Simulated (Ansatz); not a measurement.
Defect: interstitial Na in alpha quartz, charge state +1. The step: several atoms move together, Na the farthest; the atom moves 1.84 Å along (-0.02, 0.03, -0.33) of the unit cell; the moving atom starts with neighbours 2 O at 2.19, 2 O at 2.43, 2 O at 2.47 Å and ends with 2 O at 2.19, 2 O at 2.43, 2 O at 2.47 Å. DFT values are from Ansatz (plane-wave PAW, 420 eV unless said) in a cell of 243 host sites, spin-restricted, static, with no finite-size correction. The charge state is imposed; whether it is stable for some Fermi level was not computed. Sites that were not tried may lie lower. For the PBE band: the saddle point's order was not checked, and it lies on a symmetry element of the cell, where a band can be held.

| Level | Forward barrier (eV) | Cost of the band or of the saddle's single point |
|---|---|---|
| PBE, the Γ point alone, band relaxed | 0.11 | roughly 3 core-hours |
| PBE, a 2×2×2 k-point mesh shifted by half a step along c, same geometries | 0.11 | very roughly 40 core-minutes |
| r2SCAN at 500 eV, the Γ point alone, same geometries | 0.12 | roughly 11 core-minutes |
| HSE06, Γ point alone, same geometries | 0.11 | very roughly 2.0 core-hours |

Ansatz is a program for electronic structure.
